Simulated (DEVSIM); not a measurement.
Device: abrupt CdTe p-n junction, at 450 K.

Layer 1 from the left is CdTe, thickness (μm) 0.350, Na (cm⁻³) 3.9e17, τn (s) 8.1e-9, τp (s) 8.1e-9. Layer 2 from the left is CdTe, thickness (μm) 42.0, Nd (cm⁻³) 2.3e17, τn (s) 8.1e-9, τp (s) 8.1e-9.

Left contact: ohmic. Right contact: ohmic. Voltage is applied to the left contact. Recombination: SRH at mid-gap, radiative. Mobility is μmin + (μ − μmin)/(1 + (N/Nref)^α).

Constants are typed, rounded textbook-type inputs, not results; the design itself was drawn at random and stands for no fabricated device. Values at 300 K; Nc and Nv go as T^1.5, mobilities as T to minus their exponent, the gap by Varshni's rule with the affinity fixed.

CdTe: gap (eV) 1.5, affinity (eV) 4.28, permittivity 10.2, Nc (cm⁻³) 8e17, Nv (cm⁻³) 1.8e19, μn (cm²/Vs) 1000, μp (cm²/Vs) 80, μn,min 100, μp,min 10, Nref,n 1e17, Nref,p 1e17, αn 0.6, αp 0.6, T exponent of μn 1.7, T exponent of μp 1.5, B (cm³/s) 1e-10, Varshni α (eV/K) 0.00031, Varshni β (K) 108.

DEVSIM, 1D drift-diffusion, Boltzmann statistics, complete ionisation; no tunnelling, impact ionisation, image-force lowering or self-heating.

Task: What does the simulation give for the largest field in the device at zero bias, the potential step across the device at zero bias?

Result: largest field in the device at zero bias 240000 V/cm; potential step across the device at zero bias 1.212 V.
